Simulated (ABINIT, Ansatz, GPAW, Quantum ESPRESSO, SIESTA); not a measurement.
One structure in several programs: CaNi2 (Fd-3m, 6 atoms in the cell)

Self-consistent single point.

```yaml
crystal:
  lattice:
    - [0.00000, 3.49996, 3.49996]
    - [3.49996, 0.00000, 3.49996]
    - [3.49996, 3.49996, 0.00000]
  atoms:
    - { symbol: Ca, position: [0.00000, 0.00000, 0.00000] }
    - { symbol: Ca, position: [0.25000, 0.25000, 0.25000] }
    - { symbol: Ni, position: [0.62500, 0.62500, 0.62500] }
    - { symbol: Ni, position: [0.12500, 0.62500, 0.62500] }
    - { symbol: Ni, position: [0.62500, 0.62500, 0.12500] }
    - { symbol: Ni, position: [0.62500, 0.12500, 0.62500] }
```

Shared settings, as Ansatz (a quantum-chemistry and plane-wave program) writes them: kpoints.mp_grid.grid = 3 3 3; scf.occupations.method = fermi_dirac; scf.occupations.width = 0.1 eV. Potentials and cutoffs stand in the table.

```json
[
 {"code": "ABINIT", "model": "PBEsol, norm-conserving pseudopotentials (PseudoDojo nc-sr-04 PBEsol standard)", "pressure (GPa)": "3.12", "cutoff": "98 Ry"},
 {"code": "Quantum ESPRESSO", "model": "PBEsol, PSlibrary ultrasoft (PBE) pseudopotentials", "pressure (GPa)": "2.43", "cutoff": "50 Ry"},
 {"code": "Ansatz", "model": "PBEsol, PAW files made with PBE", "pressure (GPa)": "3.13", "cutoff": "420 eV"},
 {"code": "GPAW", "model": "PBEsol, GPAW PAW datasets PBEsol (made by gpaw-setup)", "pressure (GPa)": "4.35", "cutoff": "850 eV"},
 {"code": "SIESTA", "model": "GGA PBEsol, numerical atomic orbitals DZP, PseudoDojo PBEsol standard norm-conserving potentials (rewritten from UPF to PSML)", "pressure (GPa)": "14.89", "cutoff": "grid 300 Ry"}
]
```

On Ansatz's run: spin polarisation is off.

The spread over the programs that give each value: pressure within 12.46 GPa.

SIESTA uses small atom-centred bases, whose incompleteness enters pressures, forces and empty levels differently from a plane-wave cutoff. Ansatz's pressure is given at a fixed set of plane waves, as the other plane-wave codes print theirs; with its correction for the finite basis it is 3.16 GPa. In the pressure, GPAW (by 1.23) and SIESTA (by 11.77) lie more than 1 GPa from the median of the plane-wave programs.

On the base mesh (6 6 6) the same programs gave: Ansatz pressure 3.21 GPa; Quantum ESPRESSO pressure 2.54 GPa; ABINIT pressure 3.19 GPa; GPAW pressure 4.45 GPa; SIESTA pressure 15.64 GPa.

The starting cell comes from a database of computed structures (which also holds hypothetical and non-ambient phases and stackings), without a prior relaxation at this level. Its lattice was rescaled by a random factor within 2.5 % of one.

Left out of this page: CP2K (unsound by tests on forces, stress, charge or solver warnings); Elk (not drawn, or without a comparable value).

Keys are those of Ansatz 0.2.
